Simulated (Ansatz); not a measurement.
InSe (P6₃/mmc, No. 194; cell taken from a computed entry), treated with PBE in Ansatz (plane waves, PAW).

Numerical settings: plane-wave cutoff 520 eV, 12×12×2 k mesh (along the axes of the cell as run), Fermi–Dirac smearing 0.01 eV, scalar-relativistic PAW data made under PBE.

Cell (relaxed with PBEsol):

InSe is taken in the hexagonal space group P6₃/mmc (No. 194), Pearson symbol hP8. Lattice parameters: a = b = 4.0057 Å, c = 16.9982 Å, α = β = 90.00°, γ = 120.00°. In on 4f is surrounded by 3 Se at 2.643 Å (trigonal pyramidal). Se on 4f has 3 In at 2.643 Å (trigonal pyramidal). (Neighbours: up to the widest gap in distance over summed covalent radii, below 1.35, at either atom; cation-cation and far metal-metal contacts left out.)

What does this level give for the band gap?


- band gap = 0.53 eV

Measured, for comparison: band gap 1.17 eV (temperature not stated, not corrected to a static lattice; as tabulated in Kim et al. (2020), doi:10.1038/s41597-020-00723-8).

Note: the cell comes from a level without a dispersion term, which matters for the spacing of layers, chains or molecules; cell and atoms aren't relaxed at this level (largest force component 0.18 eV/Å, pressure 2.5 GPa); the cell has widely spaced layers and the level no dispersion term, so their spacing and the moduli can rest on weak binding.

Spin–orbit coupling is not included.

Computed values are for the static lattice.

Ansatz is a program for electronic structure.
